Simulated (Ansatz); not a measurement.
Consider AlN in the wurtzite structure (space group P6_3mc, No. 186; a = 3.1138 Å, c = 4.9833 Å). Axes: x lies along a and z along c of the hexagonal cell.

Method: Kohn–Sham DFT with the PBEsol functional, run in Ansatz (a program for electronic structure) with PAW and 420 eV plane waves, spin-orbit coupling left out.

Before the change:

| Property | Value |
|---|---|
| Pressure | 0.01 GPa |

It is then changed as follows: uniaxial strain ε_xx = +2.40 %, all other strain components held at zero, atoms relaxed at fixed cell.

### Question
What happens to the largest internal atomic displacement, pressure and energy relative to the base?

### Answer
The largest internal atomic displacement comes out as 0.013 Å; the pressure (mean of the normal stresses, compression positive) shrinks by 4.72 GPa (0.01 GPa → -4.71 GPa); the energy grows by 6.8 meV/atom.

Whether these cells are dynamically stable was not tested.
